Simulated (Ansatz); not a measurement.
Start from AlAs in the wurtzite structure (space group P6_3mc, No. 186; a = 4.003 Å, c = 6.581 Å; a model cell, its experimental status unchecked).

One thing is altered: cell and atoms relaxed at a pressure of 30 GPa.

Levels (all Ansatz, a first-principles code, PAW, earlier PAW set): PBEsol (420 eV, no spin-orbit coupling); PBEsol+SOC (420 eV, noncollinear with spin-orbit coupling).

The geometry is relaxed with PBEsol.

| Item | Value |
|---|---|
| PBEsol smallest direct gap | 2.58 eV |
| PBEsol electron mass | 0.24 mₑ along c, 0.40 mₑ across (at K) |
| PBEsol width of the top valence band | 3.41 eV |

**Question.** What does PBEsol+SOC give at this geometry for the hole mass, smallest direct gap, electron mass and width of the top valence band?

**Answer.** The hole mass is 1.0 mₑ along c, 0.27 mₑ across (at Γ); the smallest direct gap falls by 0.07 eV (2.58 eV → 2.51 eV); the electron mass is still 0.24 mₑ along c, 0.40 mₑ across (at K); the width of the top valence band goes up by 0.06 eV to 3.47 eV.

Single points use the geometry relaxed with PBEsol. Differences between runs with and without spin-orbit coupling are approximate. Load acts through the strain it causes; cell and atoms are relaxed under it. Effective masses come from finite differences of ±0.01 Å⁻¹. Whether these cells are dynamically stable was not tested. Competing high-pressure phases were not computed. This is not the structure that AlAs has at room temperature and ambient pressure.
